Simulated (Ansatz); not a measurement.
Start from Pt in the fcc (Cu type) structure (space group Fm-3m, No. 225; a = 3.9418 Å; relaxed with 0.1 eV smearing). Axes: x, y, z lie along the cube axes.

Computed with r2SCAN in Ansatz (plane waves to 500 eV, PAW, without spin-orbit coupling).

The change: biaxial strain −2.50 %, plane normal [111], relaxed out of plane (Cartesian); in-plane vectors clamped, the third vector and the atoms free.

Problem. What does the calculation give for the out-of-plane strain after the change?

Solution. The out-of-plane strain amounts to +3.20 %.

Problem. Predict the new energy relative to the base.

Solution. The energy rises by 22 meV/atom.

Problem. Estimate the effect on the in-plane stress.

Solution. The mean in-plane stress (compression positive) amounts to +9.7 GPa.

Stability against distortions was not tested. All final runs are without spin polarisation.

Ansatz is a first-principles code.
